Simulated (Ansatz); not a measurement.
**Nb2N (P-31m): band-structure transport figures**

Given:

```
CELL_PARAMETERS angstrom
      5.26776     0.00000     0.00000
     -2.63388     4.56201     0.00000
      0.00000     0.00000     4.94252
ATOMIC_POSITIONS crystal
  Nb 0.00000 0.33335 0.75097
  Nb 0.00000 0.66665 0.24903
  Nb 0.66665 0.66665 0.75097
  Nb 0.33335 0.33335 0.24903
  Nb 0.33335 0.00000 0.75097
  Nb 0.66665 0.00000 0.24903
  N  0.66667 0.33333 0.50000
  N  0.33333 0.66667 0.50000
  N  0.00000 0.00000 0.00000
```

The numbers are results of PBEsol, rigid bands (plane waves, PAW, scalar-relativistic; Ansatz, a first-principles code), not measurements. How the cell was made: cell and atoms relaxed with PBEsol.

The density of states at the Fermi level is 3.42 states/(eV·cell), both spins, the bare Sommerfeld coefficient comes out as 0.90 mJ/(mol of atoms·K²) and the drude plasma energy comes out as 3.7 (x), 3.7 (y), 4.5 (z) eV. The root-mean-square Fermi velocity is 4.6e5 m/s and the resistivity times τ comes out as 36 (x), 36 (y), 24 (z) ×10⁻²² Ω·m·s.

A metal at this level (no band gap); rigid bands, thermally averaged at 300 K, both spins. Spin-orbit coupling is left out. τ is one relaxation time for all states.

Computed structure with no diffraction record at hand here (it may be known, metastable or hypothetical): Nb2N (P-31m).
